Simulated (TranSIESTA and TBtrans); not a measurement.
In chain with one Au atom in place of In

Junction: In chain with one Au atom in place of In. Leads: straight In chain, spacing 2.9 Å. Geometry: 3 atoms about the centre moved by SIESTA (PBE, DZP) to a largest force of 0.03 eV/Å, all others as built, motion along the axis alone.

Method: TranSIESTA and TBtrans, PBE, DZP numerical orbitals (energy shift 0.15 eV), PseudoDojo norm-conserving scalar-relativistic potentials, mesh cutoff 200 Ry, 300 K, no spin polarisation, no spin-orbit coupling; self-consistent non-equilibrium Green functions.

| Property | Value |
|---|---|
| Conductance at 300 K (G0 = 2e²/h) | 2.02 |
| Thermopower (μV/K) | -7.0 |
| Mean T from −0.5 to 0.5 eV | 1.60 |

Energies count from the leads' Fermi level. Transmissions are for one spin of a degenerate pair. The energy step is 0.01 eV; narrower resonances are cut or missed.

| E (eV) | T | lead channels |
|---|---|---|
| -2.00 | 0.45 | 1 |
| -1.90 | 0.39 | 1 |
| -1.80 | 0.26 | 1 |
| -1.70 | 0 | 0 |
| -1.60 | 0 | 0 |
| -1.50 | 0 | 0 |
| -1.40 | 0 | 0 |
| -1.30 | 0.32 | 1 |
| -1.20 | 0.91 | 1 |
| -1.10 | 0.98 | 1 |
| -1.00 | 1.00 | 1 |
| -0.90 | 1.00 | 1 |
| -0.80 | 1.00 | 1 |
| -0.70 | 0.99 | 1 |
| -0.60 | 0.99 | 1 |
| -0.50 | 0.99 | 1 |
| -0.40 | 0.98 | 1 |
| -0.30 | 0.98 | 1 |
| -0.20 | 0.98 | 1 |
| -0.10 | 1.64 | 3 |
| 0.00 | 2.06 | 3 |
| 0.10 | 2.07 | 3 |
| 0.20 | 1.99 | 3 |
| 0.30 | 1.93 | 3 |
| 0.40 | 1.91 | 3 |
| 0.50 | 1.92 | 3 |
| 0.60 | 1.96 | 3 |
| 0.70 | 2.01 | 3 |
| 0.80 | 2.07 | 3 |
| 0.90 | 2.14 | 3 |
| 1.00 | 2.19 | 3 |
| 1.10 | 2.23 | 3 |
| 1.20 | 2.25 | 3 |
| 1.30 | 2.25 | 3 |
| 1.40 | 2.23 | 3 |
| 1.50 | 2.20 | 3 |
| 1.60 | 2.16 | 3 |
| 1.70 | 2.10 | 3 |
| 1.80 | 2.05 | 3 |
| 1.90 | 1.99 | 3 |
| 2.00 | 1.93 | 3 |

The straight chain is held at its spacing; free chains may zigzag or dimerise. No spin-polarised start was tried, so a magnetic state, if there is one, is missed. Spin-orbit coupling, left out here, matters for the heavy atoms.
